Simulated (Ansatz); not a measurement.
# ScSi (Cmcm, No. 63; cell taken from a computed entry)

The numbers are results of r²SCAN in Ansatz (PAW), not measurements.

Numerical settings: plane-wave cutoff 560 eV, 16×16×16 k mesh, Fermi–Dirac smearing 0.05 eV, scalar-relativistic PAW data made under PBE.

Cell (relaxed at this level):

```yaml
crystal:
  lattice:
    - [1.99696, -4.94870, 0.00000]
    - [1.99696, 4.94870, 0.00000]
    - [0.00000, 0.00000, 3.66458]
  atoms:
    - { symbol: Sc, position: [0.13900, 0.86100, 0.25000] }
    - { symbol: Sc, position: [0.86100, 0.13900, 0.75000] }
    - { symbol: Si, position: [0.41933, 0.58067, 0.25000] }
    - { symbol: Si, position: [0.58067, 0.41933, 0.75000] }
```

- band gap = none
- bulk modulus B0 = 107 GPa

Note: the relaxation could not lower the start's symmetry, so the cell can be a saddle point above a distorted one; the bulk modulus is −V dP/dV from two relaxed cells at ±2 % in volume.

The computed numbers hold no vibrational or temperature effects.

Ansatz is a program for electronic structure.
